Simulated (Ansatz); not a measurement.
Formation energies of neutral defects against the elements (graphite for carbon, diatomic gases, S8), in zinc-blende BAs (eV), each at one geometry relaxed with PBE and evaluated in Ansatz (a quantum-chemistry and plane-wave program) with PBE, r2SCAN. Cell and caveats: 64-site cell; 2×2×2 shifted k-points; no spin–orbit coupling; finite-size errors of tenths of an eV; flagged in the runs: for some of the defects a doubtful potential alignment.

| defect | x: PBE (eV) | y: r2SCAN (eV) |
|---|---|---|
| Al on the B site | 1.06 | 0.83 |
| N on the As site | 1.43 | 1.77 |
| Bi on the As site | 2.50 | 2.48 |
| In on the B site | 3.05 | 2.72 |
| Si on the B site | 2.31 | ? |

### Question
Fit a straight line to the 4 complete rows and predict the last.

### Answer
Means: x = 2.010, y = 1.950; Sxx = 2.561, Sxy = 2.229. Slope 2.229 / 2.561 = 0.87, intercept 1.950 − 0.87 × 2.010 = 0.20 eV; the rows scatter by 0.33 eV about the line, and R² = 0.90. Prediction: 0.20 + 0.87 × 2.31 = 2.21 eV. The calculation gave 2.39 eV, 0.18 eV above the line, within its scatter.
